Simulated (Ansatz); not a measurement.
The parent structure is Ca in the fcc (Cu type) structure (space group Fm-3m, No. 225; a = 5.5686 Å). Axes: x, y, z lie along the cube axes.

Computed with plane-wave PAW DFT at the r2SCAN level (Ansatz, a quantum-chemistry and plane-wave program, 500 eV), without spin-orbit coupling, earlier PAW set.

Before the change:

The shortest interatomic distance is 3.938 Å.

Perturbation: a free-standing slab of 4 layers (4 atoms, 1 a layer) is cut normal to [111], with 15 Å of vacuum and the in-plane cell held at bulk.

How does this affect the excess energy per area of both faces?

The excess energy per area of both faces (slab less bulk energy over the cell's area: twice a surface energy) amounts to 1.02 J/m² (uncertain by up to 0.05 J/m²).

Predict the new change of the spacing d23 from its bulk value of 3.215 Å.

The change of the spacing d23 from its bulk value of 3.215 Å is 0.0 %.

Estimate the effect on the shortest interatomic distance.

The shortest interatomic distance shrinks by 0.0613 Å, from 3.938 Å to 3.876 Å.

The excess energy carries the mismatch between the slab's and the bulk's meshes. Stability against distortions was not tested.
